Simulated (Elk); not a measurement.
A self-consistent single point of CuPt (P1, 2 atoms in the cell) with Elk.

Computed with LDA (PW92), all-electron FP-LAPW, Elk's shipped species files, APW+lo basis with extra local orbitals (Elk).

The change in words: lattice scaled by 0.98. Reference geometry:
```
CuPt
1.0
    1.36230     0.78652     4.24445
   -1.36230     0.78652     4.24445
    0.00000    -1.57304     4.24445
Cu Pt
1 1
Direct
  0.00558   0.99882   0.00287
  0.49442   0.50118   0.49713
```

Reference input (self-consistent single point, DFT, LDA (PW92), all-electron FP-LAPW, Elk's shipped species files, APW+lo basis with extra local orbitals): xctype = 3; rgkmax = 8; stype = 0; swidth = 0.00499791 Ha; ngridk = 9 9 9; gmaxvr = 16 1/bohr; nxlo = 2; lorbcnd = true; lmaxi = 3. This run's input differs from it in these lines:

```diff
@@ -28,5 +28,5 @@
 avec
-    2.5743643664    1.4863094609    8.0208538113
-   -2.5743643664    1.4863094609    8.0208538113
-    0.0000000000   -2.9726204190    8.0208535339
+    2.5228771374    1.4565837944    7.8604367579
+   -2.5228771374    1.4565837944    7.8604367579
+    0.0000000000   -2.9131675888    7.8604367579
```

Output, abridged:

```
│ Self-consistent loop started │
│ Loop number : 1 │
 total energy                :     -20081.9018472
│ Loop number : 2 │
 total energy                :     -20082.0662865
RMS change in Kohn-Sham potential (target) :   0.2537952490     (  0.1000000000E-05)
Absolute change in total energy (target)   :   0.1644393287     (  0.1000000000E-03)
│ Loop number : 3 │
 total energy                :     -20085.8225896
RMS change in Kohn-Sham potential (target) :   0.2194846918     (  0.1000000000E-05)
Absolute change in total energy (target)   :    3.797412946     (  0.1000000000E-03)
│ Loop number : 4 │
   [... lines left out ...]
Absolute change in total energy (target)   :   0.1368461122E-02 (  0.1000000000E-03)
│ Loop number : 15 │
 total energy                :     -20088.9379830
RMS change in Kohn-Sham potential (target) :   0.8028934111E-06 (  0.1000000000E-05)
Absolute change in total energy (target)   :   0.4915668724E-03 (  0.1000000000E-03)
│ Loop number : 16 │
 total energy                :     -20088.9380830
RMS change in Kohn-Sham potential (target) :   0.7470743301E-06 (  0.1000000000E-05)
Absolute change in total energy (target)   :   0.2285430310E-04 (  0.1000000000E-03)
Convergence targets achieved

│ Loop number : 17 │

Energies :
 Fermi                       :     0.402089915895
 total energy                :     -20088.9381493

Density of states at Fermi energy :    7.535776887
 (states/Hartree/unit cell)

Estimated indirect band gap :   0.6533123764E-02
 from k-point    420 to k-point    137
Estimated direct band gap   :   0.1041337589E-01
 at k-point    420

Charges :
 core                        :    60.00000000
 valence                     :    47.00000000
 interstitial                :    2.459207456
 muffin-tins (core leakage)
  species :    1 (Cu)
   atom    1                 :    28.18882562     (  0.2664418040E-03)
  species :    2 (Pt)
   atom    1                 :    76.35196692     (  0.1185981249E-02)
 total in muffin-tins        :    104.5407925
 total calculated charge     :    106.9881054
 total charge                :    107.0000000
 error                       :   0.1189457748E-01

│ Self-consistent loop stopped │
```

The run converged in 17 iterations. The count includes the last loop, which Elk runs after its targets are met. 

The starting cell comes from a database of computed structures (which also holds hypothetical and non-ambient phases and stackings), without a prior relaxation at this level. Its atoms were displaced at random from the sites of space group no. 166. For this run, on top of that: lattice scaled by 0.98. Spin-orbit coupling is off. Spin polarisation is off. Values depend on the basis (sphere radii, cutoffs, local orbitals), which need not be converged. The log's line on a gap gives a spacing of levels on this mesh, which the program prints for metals too.

Cost on one core of a shared machine: roughly 9 min.
